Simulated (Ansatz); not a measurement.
```yaml
crystal:
  lattice:
    - [2.75631, 1.59135, 4.84522]
    - [-2.75631, 1.59135, 4.84522]
    - [0.00000, -3.18271, 4.84522]
  atoms:
    - { symbol: In, position: [0.35743, 0.35743, 0.35743] }
    - { symbol: In, position: [0.14257, 0.14257, 0.14257] }
    - { symbol: In, position: [0.64257, 0.64257, 0.64257] }
    - { symbol: In, position: [0.85743, 0.85743, 0.85743] }
    - { symbol: O, position: [0.54584, 0.95416, 0.25000] }
    - { symbol: O, position: [0.25000, 0.54584, 0.95416] }
    - { symbol: O, position: [0.95416, 0.25000, 0.54584] }
    - { symbol: O, position: [0.45416, 0.04584, 0.75000] }
    - { symbol: O, position: [0.75000, 0.45416, 0.04584] }
    - { symbol: O, position: [0.04584, 0.75000, 0.45416] }
```

No spin polarisation.

Method: PBEsol/PAW in Ansatz (an electronic-structure program), no SOC, earlier PAW set. k-mesh 7×7×7 (Γ-centred); smearing 0.05 eV (Fermi–Dirac).

**Question.** What is the computed smallest direct gap?

**Answer.** 1.16 eV.

**Question.** Predict the band gap.

**Answer.** 1.11 eV.

**Question.** What electron mass does the calculation give?

**Answer.** 0.15 mₑ (at Γ).

Masses are band curvatures over ±0.01 Å⁻¹ around the edge. Whether these cells are dynamically stable was not tested. The cell was made from Al2O3 by this change: Al → In; the result is a model cell.
